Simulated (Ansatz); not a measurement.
Worked calculations on one periodic cell of amorphous In$_{6}$Ga$_{12}$Zn$_{6}$O$_{33}$: In6Ga12Zn6O33, 57 atoms, volume 721.5 Å³, made by a melt-quench on the CHGNet potential and relaxed with DFT. O atoms were pushed apart under 1.9 Å during the dynamics, to hinder bonds among them. It is a model cell: composition and starting density were chosen by hand, and all elements were melted together. Calculation: PBE, scalar-relativistic without spin-orbit coupling (plane waves to 420 eV, PAW; Ansatz, a first-principles code). Sampling: a 2×2×2 Γ-centred mesh; Fermi-Dirac width 0.02 eV; no spin polarisation. Its volume was relaxed, its shape was held as a cube, and it stands at a mean pressure of 0.1 GPa with stress components up to 3.2 GPa; the relaxation ran on the zone centre alone. Its density went from a set 5.59 to 5.63 g/cm³. The cell is small and was quenched far faster than a real film, so it is one sample of the glass.

Q: Count formal charges (In +3, Ga +3, Zn +2, O -2). What does the count lead one to expect at the Fermi level, and what does the calculation give?

A: 6 × (+3) + 12 × (+3) + 6 × (+2) + 33 × (-2) = 0. The charges balance, so the anion-derived valence states can be full and a gap can open. On this mesh the highest filled and lowest empty level lie 0.78 eV apart, the PBE gap of this cell, with a localised state at one edge or both.

The cell was scaled and its atoms relaxed again at each volume (the zone centre alone): 656.6 Å³, 11.00 GPa; 721.5 Å³, -0.04 GPa; 764.8 Å³, -4.99 GPa.

Q: Estimate the bulk modulus over this range from B = −dP/d ln V.

A: Between the ends: −(-4.99 − 11.00) / ln(764.8/656.6) = 105 GPa, a mean over the range at 0 K with the atoms relaxed.
